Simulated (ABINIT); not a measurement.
A self-consistent single point of K2CuBiI6 (Fm-3m, 10 atoms in the cell) with ABINIT.

Level of theory: LDA (PW92), PAW (JTH v2.0 LDA PAW) (plane waves; ABINIT 10.0.3).

```xyz
10
Lattice="0.0000 5.9214 5.9214 5.9214 0.0000 5.9214 5.9214 5.9214 0.0000" Properties=species:S:1:pos:R:3 pbc="T T T"
K      8.8821     8.8821     8.8821
K      2.9607     2.9607     2.9607
Cu     5.9214     5.9214     5.9214
Bi     0.0000     0.0000     0.0000
I      3.0869     5.9214     5.9214
I      8.7559     5.9214     5.9214
I      5.9214     3.0869     5.9214
I      5.9214     8.7559     5.9214
I      5.9214     5.9214     3.0869
I      5.9214     5.9214     8.7559
```

Reference input (self-consistent single point, DFT, PBEsol, plane waves, PAW (JTH v2.0 PBE PAW, files made for PBE)): pseudos = [K.GGA_PBE-JTH.xml, Cu.GGA_PBE-JTH.xml, Bi.GGA_PBE-JTH.xml, I.GGA_PBE-JTH.xml]; ecut = 30 Ha; pawecutdg = 60 Ha; pawxcdev = 0; ixc = -116133; occopt = 1; ngkpt = 3 3 3; nshiftk = 1; shiftk = 0 0 0; potentials = JTH v2.0 PBE PAW; nband = 50; kptopt = 1. This run's input differs from it in these lines:

```diff
@@ -1,4 +1,4 @@
-# K2CuBiI6, JTH v2.0 PBE PAW
+# K2CuBiI6, JTH v2.0 LDA PAW
 pp_dirpath "./"
-pseudos "K.GGA_PBE-JTH.xml, Cu.GGA_PBE-JTH.xml, Bi.GGA_PBE-JTH.xml, I.GGA_PBE-JTH.xml"
+pseudos "K.LDA_PW-JTH.xml, Cu.LDA_PW-JTH.xml, Bi.LDA_PW-JTH.xml, I.LDA_PW-JTH.xml"
 acell 8.3741312593 8.3741312593 8.3741312593 Angstrom
@@ -26,3 +26,3 @@
 pawxcdev 0
-ixc -116133
+ixc 7
 occopt 1
```

Its files differ too (potentials: JTH v2.0 PBE PAW → JTH v2.0 LDA PAW).

Output (repeated stretches shortened):

```
--- !BeginCycle
solver: {iscf: 17, nstep: 100, nline: 4, wfoptalg: 10, }
tolerances: {tolvrs: 1.00E-12, }
...

     iter   Etot(hartree)      deltaE(h)  residm     nres2
 ETOT  1  -374.72172181254    -3.747E+02 4.687E+01 4.744E+02
 ETOT  2  -399.10435881566    -2.438E+01 2.557E-01 7.258E+02
 ETOT  3  -399.06657588645     3.778E-02 4.420E-01 5.215E+02
 ETOT  4  -398.71697158664     3.496E-01 9.863E-02 1.071E+02
 ETOT  5  -398.63097337740     8.600E-02 3.041E-02 5.558E+01
   [... 19 lines left out ...]
 ETOT 25  -398.50951696156     3.604E-11 2.159E-08 3.143E-11
 ETOT 26  -398.50951696157    -6.935E-12 1.064E-08 7.607E-11
 ETOT 27  -398.50951696158    -1.177E-11 6.235E-09 5.958E-12
 ETOT 28  -398.50951696158    -1.023E-12 3.066E-09 4.934E-13
 At SCF step   28       nres2   =  4.93E-13 < tolvrs=  1.00E-12 =>converged.

 Cartesian components of stress tensor (hartree/bohr^3)
  sigma(1 1)=  7.40072599E-05  sigma(3 2)=  0.00000000E+00
  sigma(2 2)=  7.40072599E-05  sigma(3 1)=  0.00000000E+00
  sigma(3 3)=  7.40072599E-05  sigma(2 1)=  0.00000000E+00

 ----iterations are completed or convergence reached----

 reduced coordinates (array xred) for   10 atoms
       0.750000000000      0.750000000000      0.750000000000
       0.250000000000      0.250000000000      0.250000000000
       0.500000000000      0.500000000000      0.500000000000
       0.000000000000      0.000000000000      0.000000000000
       0.739340000000      0.260660000000      0.260660000000
       0.260660000000      0.739340000000      0.739340000000
   [... lines left out ...]
 Fermi (or HOMO) energy (hartree) =  -0.09134   Average Vxc (hartree)=  -0.29453
   [... lines left out ...]
local_psp           : -3.76964524639328E+02
total_energy        : -3.98509517435444E+02
total_energy_eV     : -1.08439954507992E+04
...

-Cartesian components of stress tensor (GPa)         [Pressure= -2.1774E+00 GPa]
- sigma(1 1)=  2.17736839E+00  sigma(3 2)=  0.00000000E+00
- sigma(2 2)=  2.17736839E+00  sigma(3 1)=  0.00000000E+00
- sigma(3 3)=  2.17736839E+00  sigma(2 1)=  0.00000000E+00

 Calculation completed.
```

The run converged in 28 iterations. Against the reference run the pressure goes from -1.15 to -2.18 GPa, the largest force goes from 0.043 to 0.076 eV/Å and the gap on the mesh goes from 0.775 to 0.761 eV.

The starting cell comes from a database of computed structures (which also holds hypothetical and non-ambient phases and stackings), without a prior relaxation at this level. Its lattice was rescaled by a random factor within 2.5 % of one. Spin-orbit coupling is off.

Cost on one core of a shared machine: roughly 10 min.
